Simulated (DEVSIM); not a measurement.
System: Schottky contact on n-type Ge, at 250 K.

Layer 1 from the left is Ge, thickness (μm) 3.00, Nd (cm⁻³) 2.2e16, τn (s) 5.9e-5, τp (s) 5.9e-5. Layer 2 from the left is Ge, thickness (μm) 10.0, Nd (cm⁻³) 8.4e17, τn (s) 5.9e-5, τp (s) 0.0018.

Left contact: Schottky, work function 4.34 eV, emission velocity 6e6 cm/s. Right contact: ohmic. Voltage is applied to the left contact. Recombination: SRH at mid-gap, radiative. Mobility is constant in doping.

This is a model device: material constants are rounded textbook-type values typed into the input, and sizes, dopings and lifetimes were drawn at random. Values at 300 K; Nc and Nv go as T^1.5, mobilities as T to minus their exponent, the gap by Varshni's rule with the affinity fixed.

Ge: gap (eV) 0.664, affinity (eV) 4, permittivity 16, Nc (cm⁻³) 1.04e19, Nv (cm⁻³) 6e18, μn (cm²/Vs) 3900, μp (cm²/Vs) 1900, T exponent of μn 1.66, T exponent of μp 2.33, B (cm³/s) 6.4e-14, Varshni α (eV/K) 0.000477, Varshni β (K) 235.

Simulated with DEVSIM: 1D drift-diffusion, Boltzmann statistics, complete ionisation; no tunnelling, impact ionisation, image-force lowering or self-heating. Metal contacts follow the ideal Schottky-Mott rule: no Fermi-level pinning, no interface dipoles.

What does the simulation give for the potential step across the device at zero bias, the dark forward voltage at 100 A/cm²?

potential step across the device at zero bias 0.292 V; dark forward voltage at 100 A/cm² 0.101 V.
